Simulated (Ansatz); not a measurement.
Start from MgB₂ (space group P6/mmm, No. 191; a = 3.063 Å, c = 3.500 Å).

The values are results of Ansatz (a program for electronic structure) PBEsol, no spin-orbit coupling, not measurements.

For the base:

The lattice parameter a is 3.063 Å and the c/a ratio is 1.143.

One thing is altered: a hydrostatic pressure of 2.1 GPa.

### Question
Estimate the effect on the lattice parameter a and c/a ratio.

### Answer
The lattice parameter a shrinks by 0.011 Å (3.063 Å → 3.052 Å); the c/a ratio drops by 0.004, from 1.143 to 1.139.

Load acts through the strain it causes; cell and atoms are relaxed under it. Whether these cells are dynamically stable was not tested. All final runs are without spin polarisation.
